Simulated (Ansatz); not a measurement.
rock-salt ZrN (1 1 1) on cubic KTaO3 (1 1 1) (film strained to the substrate, started from cuts of the bulks and a machine-learned relaxation; slabs K6O18Ta5 and N12Zr12, which can lie off the formulas)

A periodic stack without vacuum, rock-salt ZrN (1 1 1) on cubic KTaO3 (1 1 1) (film strained to the substrate, started from cuts of the bulks and a machine-learned relaxation; slabs K6O18Ta5 and N12Zr12, which can lie off the formulas): substrate slab K6O18Ta5, film N12Zr12, surface cells [[1, -1], [0, 1]] and [[1, 1], [-2, 1]], film strained by +1.1 and +1.1 %, outermost planes KO/KO and N/Zr as cut, which need not be the usual terminations and can put a slab off its formula.

The start was prepared with a machine-learned potential, and the result is one local minimum, with the in-plane cell held and forces under 0.04 eV/Å; the film can end far from its bulk form.

Method: PBE (plane waves to 420 eV, PAW; Ansatz, a first-principles code). Spin–orbit coupling is left out; the runs are not spin-polarised; PBE gaps are too small against experiment. Its k-point mesh 5×5×1, Fermi–Dirac width 0.05 eV.

```
Property                                                                                   Result
--------------------------------------------------------------------------------  ---------------
interface area                                                                            28.1 Å²
period                                                                                    25.57 Å
heights between the nearest atoms of the two slabs at the two interfaces          1.63 and 1.12 Å
O–Zr contacts across the interfaces within 1.22 times the sum of covalent radii   11, mean 2.31 Å
K–Zr contacts across the interfaces within 1.22 times the sum of covalent radii    9, mean 3.64 Å
Ta–Zr contacts across the interfaces within 1.22 times the sum of covalent radii   4, mean 3.55 Å
K–N contacts across the interfaces within 1.22 times the sum of covalent radii     3, mean 3.19 Å
```

```
CELL_PARAMETERS angstrom
      5.69050    -0.00295     0.11469
     -2.84691     4.92626     0.16259
     -1.14380     0.73429    25.60555
ATOMIC_POSITIONS crystal
  K  0.66298 0.21926 0.05691
  O  0.59203 0.54283 0.00393
  O  0.95970 0.09484 0.02073
  O  0.21794 0.83319 0.01944
  K  0.34347 0.54730 0.13345
  Ta 0.01698 0.89885 0.08653
  O  0.33062 0.05476 0.12595
  O  0.84678 0.55185 0.12192
  O  0.83798 0.03388 0.12706
  K  0.00490 0.84536 0.22741
  Ta 0.67652 0.19456 0.18380
  O  0.00628 0.34946 0.21833
  O  0.50246 0.85158 0.21934
  O  0.51037 0.35453 0.21805
  K  0.66359 0.14059 0.32241
  Ta 0.33472 0.49172 0.27734
  O  0.66526 0.64713 0.31206
  O  0.16664 0.14428 0.31168
  O  0.16178 0.64182 0.31217
  K  0.32057 0.43125 0.43070
  Ta 0.99264 0.78820 0.36981
  O  0.32088 0.93598 0.40560
  O  0.81964 0.44450 0.40594
  O  0.82959 0.94542 0.40570
  K  0.97895 0.73205 0.51115
  Ta 0.65157 0.08579 0.46190
  O  0.94931 0.25175 0.50564
  O  0.52791 0.76642 0.50564
  O  0.46343 0.18652 0.50567
  N  0.63835 0.35917 0.61223
  N  0.29641 0.69320 0.61233
  N  0.96247 0.01676 0.61240
  N  0.96983 0.33329 0.71339
  N  0.62383 0.63668 0.71366
  N  0.27446 0.98358 0.71353
  N  0.27829 0.27965 0.80747
  N  0.95044 0.61486 0.80794
  N  0.61569 0.94985 0.80735
  N  0.60798 0.24634 0.91179
  N  0.27323 0.57155 0.91171
  N  0.93770 0.90805 0.91063
  Zr 0.29702 0.34575 0.63975
  Zr 0.96287 0.67664 0.64488
  Zr 0.63579 0.03740 0.57475
  Zr 0.61786 0.29640 0.75329
  Zr 0.29241 0.64070 0.75265
  Zr 0.94796 0.97177 0.75239
  Zr 0.94664 0.25914 0.86171
  Zr 0.60816 0.59426 0.86118
  Zr 0.27426 0.92411 0.86127
  Zr 0.26584 0.21918 0.96028
  Zr 0.94392 0.58005 0.95726
  Zr 0.60196 0.87363 0.95937
```
